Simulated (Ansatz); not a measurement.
How the lattice constant a of InAs (model structure, from the CsCl type, Pm-3m, No. 221) moves with the method

No measured value is used here.

```
level (code)          value (Å)
-------------------  ----------
PBE (Ansatz)              3.578
PBEsol (Ansatz)      (withheld)
PBE-D3(BJ) (Ansatz)       3.519
```

Task: What belongs in the gaps?

Result: 
- PBEsol (Ansatz, a program for electronic structure), value (Å): 3.507

Ansatz's density-functional and Hartree–Fock values are scalar-relativistic unless marked +SOC, with PAW data made under PBE.

A model structure was made by putting elements into a prototype or built by hand; it is no filed structure, need not be a known phase, and can be a saddle point held by its symmetry.
